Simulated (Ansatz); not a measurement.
Consider a 32-atom cell of (Ru,Os) started in the hexagonal close-packed structure, site fractions Ru 0.250, Os 0.750, short-range order 0.00 among the nearest mixed sites of the first mixed sublattice (0 is random, a negative value favours unlike neighbours), space group P1 at the end. Its start:

```xyz
32
Lattice="1.3778 -7.1616 -4.3337 -1.3775 7.1610 -4.3326 6.8910 2.3880 4.3331" Properties=species:S:1:pos:R:3 pbc="T T T"
Os     1.3926    -0.8009    -3.2685
Os     0.0065     1.5867    -3.2454
Ru     1.3740    -5.5712    -3.2525
Os     2.7532     6.3823    -3.2413
Os     2.7563     1.5923    -3.2364
Os     2.7565     1.5759     1.0663
Os     1.3742     3.9610    -3.2658
Os     2.7420    -3.1896    -3.2326
Os     0.0079     6.3680    -3.2369
Os     6.8890    -0.7763     1.0808
Ru     5.5112     1.5945     1.0913
Ru     4.1343     3.9770    -3.2497
Os     4.1389     3.9863     1.0875
Ru     4.1299    -0.7991    -3.2506
Os     5.5102     6.3833     1.0828
Ru     5.5121     1.5990    -3.2565
Os     2.7668    -1.5952    -1.0734
Os     1.3659     0.7784    -1.0880
Ru     1.3835     0.7998    -5.4137
Os     4.1381     5.5772    -1.0902
Os     4.1489     0.8029    -1.0945
Ru     4.1308     0.8005    -5.4078
Os     2.7602     3.1905    -1.0684
Os     4.1485    -3.9907    -1.0999
Os     2.7702    -1.6106    -5.4259
Os    -0.0168     3.1669    -5.4166
Ru     6.8998     0.8050     3.2505
Os     5.5100     3.1805    -1.0747
Os     6.8882    -3.9793    -1.0868
Os     5.5113    -1.5841    -1.0752
Os     1.3691    -3.9875    -5.4134
Os     6.8755     0.8140    -1.0937
```

Level of theory: PBE (plane waves to 420 eV, PAW; Ansatz, a program for electronic structure). No spin–orbit coupling; the runs are not spin-polarised. Its k-point mesh 5×5×5, Fermi–Dirac width 0.05 eV.

Q: Predict the alloy's volume and bond lengths.

A: The volume per atom is 14.15 Å³, the Os–Os bonds (within 1.22 times the sum of covalent radii) comes out as 2.716 Å on average, from 2.677 to 2.760 (108) and the Os–Ru bonds (within 1.22 times the sum of covalent radii) is 2.715 Å on average, from 2.675 to 2.756 (72). The Ru–Ru bonds (within 1.22 times the sum of covalent radii) comes out as 2.715 Å on average, from 2.684 to 2.748 (12).
